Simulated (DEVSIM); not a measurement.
Structure: double heterostructure, GaAs between p- and n-type In0.49Ga0.51P, at 350 K.

| layer (left to right) | material | thickness (μm) | Nd (cm⁻³) | Na (cm⁻³) | τn (s) | τp (s) |
|---|---|---|---|---|---|---|
| 1 | In0.49Ga0.51P | 0.360 | - | 6.9e17 | 7.6e-10 | 7.6e-10 |
| 2 | GaAs | 0.0880 | 7.3e15 | - | 7.6e-10 | 7.6e-10 |
| 3 | In0.49Ga0.51P | 0.200 | 2.1e17 | - | 7.6e-10 | 7.6e-10 |

Left contact: ohmic. Right contact: ohmic. Voltage is applied to the left contact. Recombination: SRH at mid-gap, radiative. Mobility is constant in doping. Where it depends on doping, it is μmin + (μ − μmin)/(1 + (N/Nref)^α).

Constants are typed, rounded textbook-type inputs, not results; the design itself was drawn at random and stands for no fabricated device. Values at 300 K; Nc and Nv go as T^1.5, mobilities as T to minus their exponent, the gap by Varshni's rule with the affinity fixed. The table also holds parameters that only a changed run uses.

```tsv
parameter	In0.49Ga0.51P	GaAs
gap (eV)	1.89	1.424
affinity (eV)	4	4.07
permittivity	11.8	12.9
Nc (cm⁻³)	9e17	4.7e17
Nv (cm⁻³)	1.3e19	9e18
μn (cm²/Vs)	1500	8500
μp (cm²/Vs)	80	400
μn,min	400	500
μp,min	15	20
Nref,n	2e16	6e16
Nref,p	1.5e17	1.5e17
αn	0.7	0.39
αp	0.8	0.38
T exponent of μn	1.66	2.1
T exponent of μp	2	2.2
B (cm³/s)	1e-10	2e-10
Cn (cm⁶/s)	3e-30	1e-30
Cp (cm⁶/s)	3e-30	1e-30
Varshni α (eV/K)	0.0005	0.000541
Varshni β (K)	250	204
```

Model (solved in DEVSIM): 1D drift-diffusion, Boltzmann statistics, complete ionisation; no tunnelling, impact ionisation, image-force lowering or self-heating. Band offsets follow the typed affinities; no thermionic-emission limit at abrupt steps, no polarisation charge.

Base results: dark forward voltage at 100 A/cm² (V) 1.261; potential step across the device at zero bias (V) 1.723.

Problem. What follows from this one change: doping Na of layer 1 6.9e+17 → 2.1e+18 cm^-3?

Solution. dark forward voltage at 100 A/cm² 1.261 → 1.230 V; potential step across the device at zero bias 1.723 → 1.757 V.

Problem. What follows from this one change: doping-dependent mobility in place of the constant one?

Solution. dark forward voltage at 100 A/cm² 1.261 → 1.287 V; potential step across the device at zero bias little changed (1.723 V).
